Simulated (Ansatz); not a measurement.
Start from MoS₂ in the 3R-MoS2 type structure (space group R3m, No. 160; a = 3.1532 Å, c = 17.9937 Å (hexagonal axes); layered, stacked along the Cartesian z axis).

All numbers come from Ansatz (a program for electronic structure) PBE-D3(BJ), no spin-orbit coupling, earlier PAW set.

Base values:

The smallest direct gap is 1.77 eV.

Perturbation: an isotropic linear strain of +4.45 %; the atoms relax in the strained cell.

Task: Estimate the effect on the smallest direct gap and energy relative to the base.

Result: The smallest direct gap decreases by 0.43 eV (1.77 eV → 1.34 eV); the energy grows by 65 meV/atom.

Stability against distortions was not tested.
